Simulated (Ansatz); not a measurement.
## Migration barriers: interstitial N in fcc Rh, neutral cell

System: interstitial N in fcc Rh (neutral cell). Calculation: PBE, PAW (plane waves to 420 eV; Ansatz, a quantum-chemistry and plane-wave program).

Settings: 32 host sites, the relaxed PBE lattice, a 2×2×2 k-point mesh shifted by half a step, smearing 0.10 eV, spin-restricted, no image-charge correction. Static, classical nuclei. Sites that were not tried may lie lower.

Barriers: single points on a 4×4×4 k-point mesh shifted by half a step at the bands' geometries.

| Route | Start site over the lowest site run (eV) | Hop (Å) | Forward barrier (eV) | Backward barrier (eV) | Neighbours at the start | Neighbours at the saddle | Saddle order | Forward, on the band's own sampling (eV) |
|---|---|---|---|---|---|---|---|---|
| N moves alone to another site | 0.00 | 1.66 | 1.32 | 1.06 | 6 Rh at 2.00 Å | 3 Rh at 1.81 Å | not checked, on a symmetry element | 1.34 |

Paths come from nudged elastic bands with a climbing image.  A band can be held on a symmetry element, so unchecked saddle points there may be too high.
